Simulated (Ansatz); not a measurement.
The starting structures come from a database of crystals and need not be the phases stable at ambient conditions.

Input:

```
CELL_PARAMETERS angstrom
      4.41047     0.00000     0.00000
      0.00000    12.98265     0.00000
      0.00000     4.47636     6.17067
ATOMIC_POSITIONS crystal
  Ba 0.75000 0.09214 0.10528
  Ba 0.25000 0.90786 0.89472
  Ba 0.25000 0.59214 0.71044
  Ba 0.75000 0.40786 0.28956
  H  0.75000 0.40174 0.86018
  H  0.25000 0.59826 0.13982
  H  0.25000 0.90174 0.33634
  H  0.75000 0.09826 0.66366
  Br 0.25000 0.32305 0.71263
  Br 0.75000 0.67695 0.28737
  Br 0.75000 0.82305 0.64127
  Br 0.25000 0.17695 0.35873
  O  0.75000 0.45999 0.90004
  O  0.25000 0.54001 0.09996
  O  0.25000 0.95999 0.17998
  O  0.75000 0.04001 0.82002
```

Space group of this cell: Pnma. The cell is taken as given; by r2SCAN its mean pressure is -0.6 GPa.

Transport runs along the normal of the first two printed cell vectors.

The gap is the functional's own, uncorrected, and κ follows it; spin-orbit coupling is left out. Mid-gap values are interpolated between the computed energies.

Q: Give the band gap and the smallest decay constant κ at mid-gap that r2SCAN (Ansatz, an electronic-structure program) yields.

A: Gap 5.03 eV on a 8×6×6 mesh; κ = 0.356 1/Å, at the zone centre.
